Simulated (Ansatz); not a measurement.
Base system: LiF in the rock salt structure (space group Fm-3m, No. 225; a = 4.008 Å).

Modification: the cell is scaled by 1.0150 in all directions, atoms relaxed at fixed cell.

Calculations: PBEsol (Ansatz, an electronic-structure program; PAW; 420 eV plane waves; spin-orbit coupling left out).

Base, band edges from the VBM (valence, conduction): X -1.04, 14.78; W -0.82, 14.98; L -0.24, 10.67; Γ 0.00, 9.05; K -0.76, 14.39; U -0.76, 14.39 eV.

Question: Give the band edges at the high-symmetry points of the new zone, measured from its valence-band maximum.

Answer: 
| point | valence edge (eV) | conduction edge (eV) |
|---|---|---|
| Γ | 0.00 | 8.66 |
| X | -0.97 | 14.36 |
| U | -0.71 | 14.09 |
| K | -0.71 | 14.09 |
| L | -0.22 | 10.44 |
| W | -0.78 | 14.63 |

The gap is 8.66 eV, direct at Γ.

The cells carry an imposed strain or load. No phonon test of stability was made.
